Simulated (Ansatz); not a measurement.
**HfB2, pressure series**

The parent structure is HfB$_{2}$ (space group P6/mmm, No. 191).

```
HfB2
1.0
    3.12792     0.00000     0.00000
   -1.56396     2.70886     0.00000
    0.00000     0.00000     3.44537
Hf B
1 2
Direct
  0.00000   0.00000   0.00000
  0.33333   0.66667   0.50000
  0.66667   0.33333   0.50000
```

Cell and atoms are relaxed at each pressure.

The values are results of PBEsol (Ansatz, a quantum-chemistry and plane-wave program), no spin-orbit coupling, not measurements.

| pressure (GPa) | volume per atom (Å³/atom) |
|---|---|
| -2 | 9.807 |
| -1 | 9.768 |
| 0 | 9.731 |
| 0.7 | 9.705 |
| 1.5 | 9.676 |
| 3 | ? |
| 5 | 9.553 |
| 7.5 | 9.469 |
| 10 | 9.389 |

### Question
Fit the third-order Birch–Murnaghan form P(V) = (3B₀/2)[(V₀/V)^(7/3) − (V₀/V)^(5/3)]·[1 + (3/4)(B₀′ − 4)((V₀/V)^(2/3) − 1)] (squares taken in P) to the rows shown and predict the withheld row.

### Answer
Least squares on the printed values gives V₀ = 9.731 Å³/atom, B₀ = 262 GPa, B₀′ = 3.7; this predicts 9.622 Å³/atom, and the run gives 9.623 Å³/atom, in agreement.

Load acts through the strain it causes; cell and atoms are relaxed under it. Whether these cells are dynamically stable was not tested. No other phases were tried under pressure. The final runs are not spin-polarised.
